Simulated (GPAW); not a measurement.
**Energy against c/a at fixed volume: hcp Be (space group 194) (GPAW, PBE)**

```
Be
1.0
    2.31043     0.00000     0.00000
   -1.15521     2.00089     0.00000
    0.00000     0.00000     3.46746
Be
2
Direct
  0.66667   0.33333   0.75000
  0.33333   0.66667   0.25000
```

Method: PBE, GPAW PAW datasets PBE (gpaw-data 1.0.1) (plane waves; GPAW 25.7.0). Settings: mode = pw; ecut = 780 eV; xc = PBE; kpts = 32 32 18; mesh shift (steps) = 0 0 0; occupations.name = fermi-dirac; occupations.width = 0.05 eV; nbands = -8; convergence.density = 1e-06 e/electron; convergence.energy = 1e-06 eV/electron; symmetry.symmorphic = false; symmetry.tolerance = 0.0005; maxiter = 100. The cell above is the first row's. The rows change c/a at fixed volume. In all rows fractional positions and the k mesh are held. E is the free energy at the stated smearing, counted from the lowest row.

| c/a | E (meV/atom) |
|---|---|
| 1.5008 | ? |
| 1.5164 | 8.14 |
| 1.5321 | 4.38 |
| 1.5477 | 1.78 |
| 1.5633 | 0.33 |
| 1.5790 | 0.00 |
| 1.5946 | 0.75 |
| 1.6102 | 2.56 |
| 1.6259 | 5.43 |

Fit E of the 8 rows that show it with a cubic. With u = c/a - 1.57, the rows have u = -0.05360, -0.03790, -0.02230, -0.00670, 0.00900, 0.02460, 0.04020, 0.05590. Least squares gives E = 0.054 - 26.70·u + 2259.0·u² - 1091·u³. Residuals (row less fit): -0.003, 0.010, -0.005, -0.005, 0.004, 0.002, 0.000, 0.000; standard error 0.007 (degrees of freedom: 4). The fitted curve has its minimum at c/a = 1.58, where E = -0.03. To one more digit the minimum is at c/a = 1.576; the ideal close-packed ratio is 1.633.

Task: Estimate the missing E (c/a = 1.5008); what did the run itself give?

Result: u = -0.06920, so E = 0.054 - 26.70 × (-0.06920) + 2259.0 × (-0.06920)² - 1091 × (-0.06920)³ = 13.081 meV/atom. The calculation gives 12.98 meV/atom, 0.101 meV/atom below the prediction (0.8 % of the range of E in the table). The row lies outside the fitted rows, so this is an extrapolation. From the scatter of the fitted rows alone, a prediction at this place has a standard error of 0.017 meV/atom, so the miss is 5.8 times that.

Carrying the step between the two nearest rows on in a straight line would have given 11.88, off by 1.10; series whose last step already gives the withheld value aren't shown. The reference cell has the volume at which an earlier scan in this program and functional put its minimum by a fit; axis ratios and inner coordinates come from a measured-size cell. The runs keep the symmetry of the cell, so they don't test it for distortions. The best c/a moves a little with volume. In metals such curves are sensitive to mesh and smearing. Cutoffs and mesh are single choices, not tested for convergence of this quantity. Series with a scatter that would blur these digits, or in which a gap closes, are not shown. Strain series were run only where this level's volume lies within 10 % of a first guess from the measured size.

Terms beyond the fitted order, or numerical noise in single rows, can give a miss of this size; the table doesn't tell which.
